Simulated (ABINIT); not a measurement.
Input and output of a self-consistent single point for ScAl (Cmcm, 4 atoms in the cell) (ABINIT)

Method of the run: PBEsol, PAW (JTH v2.0 PBE PAW, files made for PBE) (plane waves; ABINIT).

The input file:

```
# ScAl, JTH v2.0 PBE PAW
pp_dirpath "./"
pseudos "Sc.GGA_PBE-JTH.xml, Al.GGA_PBE-JTH.xml"
acell 10.7618877206 10.7618877206 7.1473731712
rprim
         0.3809823840   -0.9245822966    0.0000000000
         0.3809823840    0.9245822966    0.0000000000
         0.0000000000    0.0000000000    1.0000000000
natom 4
ntypat 2
znucl 21 13
typat 1 1 2 2
xred
         0.8646800000    0.1353200000    0.2500000000
         0.1353200000    0.8646800000    0.7500000000
         0.5845000000    0.4155000000    0.2500000000
         0.4155000000    0.5845000000    0.7500000000
ecut 30
pawecutdg 60
pawxcdev 0
ixc -116133
occopt 3
tsmear 0.1 eV
nband 19
kptopt 1
ngkpt 6 6 6
nshiftk 1
shiftk 0 0 0
nstep 50
tolvrs 1.0e-10
prtwf 0
prtden 0
enunit 1
```

The program printed (abridged):

```
 Symmetries : space group Cm c m (# 63); Bravais oC (1-face-center ortho.)

 -outvars: echo values of preprocessed input variables --------
            acell      1.0761887721E+01  1.0761887721E+01  7.1473731712E+00 Bohr
             ecut      3.00000000E+01 Hartree
           enunit           1
              ixc     -116133
         kptrlatt        6    0    0      0    6    0      0    0    6
          kptrlen      4.28842390E+01
            natom           4
            nband          19
            ngfft          54      54      36
          ngfftdg          80      80      50
             nkpt          52
            nstep          50
             nsym           8
           ntypat           2
           occopt           3
        pawecutdg      6.00000000E+01 Hartree
         pawxcdev           0
            rprim      3.8098238400E-01 -9.2458229660E-01  0.0000000000E+00
                       3.8098238400E-01  9.2458229660E-01  0.0000000000E+00
                       0.0000000000E+00  0.0000000000E+00  1.0000000000E+00
          spgroup          63
           tolvrs      1.00000000E-10
           tsmear      3.67493254E-03 Hartree
            typat      1  1  2  2
           useylm           1
             xred      8.6468000000E-01  1.3532000000E-01  2.5000000000E-01
                       1.3532000000E-01  8.6468000000E-01  7.5000000000E-01
                       5.8450000000E-01  4.1550000000E-01  2.5000000000E-01
                       4.1550000000E-01  5.8450000000E-01  7.5000000000E-01
            znucl       21.00000   13.00000

== DATASET  1 ==================================================================

 Real(R)+Recip(G) space primitive vectors, cartesian coordinates (Bohr,Bohr^-1):
 R(1)=  4.1000896 -9.9502509  0.0000000  G(1)=  0.1219486 -0.0502500  0.0000000
 R(2)=  4.1000896  9.9502509  0.0000000  G(2)=  0.1219486  0.0502500  0.0000000
 R(3)=  0.0000000  0.0000000  7.1473732  G(3)=  0.0000000  0.0000000  0.1399115
 Unit cell volume ucvol=  5.8318163E+02 bohr^3
 Angles (23,13,12)=  9.00000000E+01  9.00000000E+01  1.35210906E+02 degrees

 Coarse grid specifications (used for wave-functions):

 getcut: wavevector=  0.0000  0.0000  0.0000  ngfft=  54  54  36
         ecut(hartree)=     30.000   => boxcut(ratio)=   2.03514

 Fine grid specifications (used for densities):

 getcut: wavevector=  0.0000  0.0000  0.0000  ngfft=  80  80  50
         ecut(hartree)=     60.000   => boxcut(ratio)=   2.00624

   6.73869185E+02                                ecore*ucvol(ha*bohr**3)

_setup2: Arith. and geom. avg. npw (full set) are    4577.236    4577.224

--- !BeginCycle
solver: {iscf: 17, nstep: 50, nline: 4, wfoptalg: 10, }
tolerances: {tolvrs: 1.00E-10, }
...

     iter   Etot(hartree)      deltaE(h)  residm     nres2
 ETOT  1  -96.228385502230    -9.623E+01 1.862E+00 4.924E+01
 ETOT  2  -98.405744217680    -2.177E+00 2.884E-01 7.579E+01
 ETOT  3  -98.270748655680     1.350E-01 1.279E-01 2.581E+01
 ETOT  4  -98.214636567475     5.611E-02 4.313E-02 6.851E+00
 ETOT  5  -98.195543133063     1.909E-02 2.496E-02 7.764E-02
 ETOT  6  -98.195756898269    -2.138E-04 1.841E-02 2.675E-02
   [... 3 lines left out ...]
 ETOT 10  -98.195719843817     1.912E-08 5.659E-04 4.920E-07
 ETOT 11  -98.195719844522    -7.041E-10 1.106E-03 1.879E-07
 ETOT 12  -98.195719844359     1.622E-10 3.584E-04 5.028E-09
 ETOT 13  -98.195719844388    -2.861E-11 7.761E-04 1.197E-09
 ETOT 14  -98.195719844394    -6.267E-12 4.206E-04 7.297E-11

 At SCF step   14       nres2   =  7.30E-11 < tolvrs=  1.00E-10 =>converged.

 Cartesian components of stress tensor (hartree/bohr^3)
  sigma(1 1)=  9.94855458E-05  sigma(3 2)=  0.00000000E+00
  sigma(2 2)=  7.05713016E-05  sigma(3 1)=  0.00000000E+00
  sigma(3 3)=  8.63597968E-05  sigma(2 1)=  0.00000000E+00

 ----iterations are completed or convergence reached----

 reduced coordinates (array xred) for    4 atoms
       0.864680000000      0.135320000000      0.250000000000
       0.135320000000      0.864680000000      0.750000000000
       0.584500000000      0.415500000000      0.250000000000
       0.415500000000      0.584500000000      0.750000000000
 cartesian forces (eV/Angstrom) at end:
    1     -0.00000000000000     0.01712039951144    -0.00000000000000
    2     -0.00000000000000    -0.01712039951144    -0.00000000000000
    3     -0.00000000000000    -0.08646727677511    -0.00000000000000
    4      0.00000000000000     0.08646727677511    -0.00000000000000
 frms,max,avg= 3.5985409E-02 8.6467277E-02   0.000E+00  0.000E+00  0.000E+00 e/A
 length scales= 10.761887720600 10.761887720600  7.147373171200 bohr
              =  5.694945703146  5.694945703146  3.782226983487 angstroms
 Fermi (or HOMO) energy (eV) =   6.41654   Average Vxc (eV)=  -9.54594
 Eigenvalues (   eV  ) for nkpt=  52  k points:
 kpt#   1, nband= 19, wtk=  0.00463, kpt=  0.0000  0.0000  0.0000 (reduced coord)
 -42.84944  -42.83184  -21.61086  -21.56720  -21.55497  -21.53452  -21.48496  -21.48391
  -1.35670    3.04856    4.64005    5.70797    6.14553    6.77354    7.29063    7.45239
   8.36984    8.39375    8.46197
 prteigrs : prtvol=0 or 1, do not print more k-points.

--- !EnergyTerms
comment             : Components of total free energy in Hartree
kinetic             :  1.46009242255174E+01
hartree             :  2.66787199602278E+01
xc                  : -8.43260535212234E+00
Ewald energy        : -6.35738640925324E+01
psp_core            :  1.15550482200147E+00
local_psp           : -8.61771935425995E+01
spherical_terms     :  1.75572716110114E+01
internal            : -9.81912423684963E+01
'-kT*entropy'       : -4.47481697560566E-03
total_energy        : -9.81957171854719E+01
total_energy_eV     : -2.67204135374187E+03
...

-Cartesian components of stress tensor (GPa)         [Pressure= -2.5147E+00 GPa]
- sigma(1 1)=  2.92696532E+00  sigma(3 2)=  0.00000000E+00
- sigma(2 2)=  2.07627903E+00  sigma(3 1)=  0.00000000E+00
- sigma(3 3)=  2.54079252E+00  sigma(2 1)=  0.00000000E+00

 Calculation completed.
```

The run converged in 14 iterations.

The starting cell comes from a database of computed structures (which also holds hypothetical and non-ambient phases and stackings), without a prior relaxation at this level. Its lattice was rescaled by a random factor within 2.5 % of one. The potentials were made for another functional than the one used.

Cost on one core of a shared machine: roughly 5 min.
